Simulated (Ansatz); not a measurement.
# How the band gap of PtCl₂ (Pnnm, No. 58; start mp-567484; another space group than a measured phase of this formula) moves with the method

No measured value is used here.

Put these levels in order of the band gap that they give for PtCl₂ (Pnnm, No. 58; start mp-567484; another space group than a measured phase of this formula), smallest first: HSE06+SOC (Ansatz, an electronic-structure program), LDA (Ansatz), PBE0 (Ansatz), PBEsol+SOC (Ansatz).

LDA (0.51 eV), PBEsol+SOC (0.62 eV), HSE06+SOC (2.27 eV), PBE0 (3.03 eV)

Computed values are for a static lattice. Spin–orbit coupling is included only where a level's name says +SOC; with heavier elements it mostly lowers gaps and can invert bands.  Values are at the PBE-D3(BJ) cell. Cutoffs and k meshes differ between the levels. Ansatz's density-functional and Hartree–Fock values are scalar-relativistic unless marked +SOC, with PAW data made under PBE.

A start named mp-… is a Materials Project structure, which can be a computed phase never made.
